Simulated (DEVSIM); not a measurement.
System: CdS/CdTe n-p heterojunction, at 300 K.

Layer 1 from the left is CdS, thickness (μm) 0.450, Nd (cm⁻³) 5.6e16, τn (s) 6.9e-10, τp (s) 2.1e-8. Layer 2 from the left is CdTe, thickness (μm) 0.810, Na (cm⁻³) 2.7e17, τn (s) 6.9e-10, τp (s) 6.9e-10.

Left contact: ohmic. Right contact: ohmic. Voltage is applied to the left contact. Recombination: SRH at mid-gap. Mobility is μmin + (μ − μmin)/(1 + (N/Nref)^α).

This is a model device: material constants are rounded textbook-type values typed into the input, and sizes, dopings and lifetimes were drawn at random. Values at 300 K.

CdS: gap (eV) 2.4, affinity (eV) 4.3, permittivity 9, Nc (cm⁻³) 2.2e18, Nv (cm⁻³) 1.8e19, μn (cm²/Vs) 300, μp (cm²/Vs) 25, μn,min 30, μp,min 3, Nref,n 1e17, Nref,p 1e17, αn 0.6, αp 0.6. CdTe: gap (eV) 1.5, affinity (eV) 4.28, permittivity 10.2, Nc (cm⁻³) 8e17, Nv (cm⁻³) 1.8e19, μn (cm²/Vs) 1000, μp (cm²/Vs) 80, μn,min 100, μp,min 10, Nref,n 1e17, Nref,p 1e17, αn 0.6, αp 0.6.

DEVSIM, 1D drift-diffusion, Boltzmann statistics, complete ionisation; no tunnelling, impact ionisation, image-force lowering or self-heating. Band offsets follow the typed affinities; no thermionic-emission limit at abrupt steps, no polarisation charge.

Question: What does the simulation give for the largest field in the device at zero bias, the dark forward voltage at 100 A/cm², the potential step across the device at zero bias, the dark forward voltage at 1 A/cm²?

Answer: largest field in the device at zero bias 150000 V/cm; dark forward voltage at 100 A/cm² 1.257 V; potential step across the device at zero bias 1.277 V; dark forward voltage at 1 A/cm² 1.132 V.
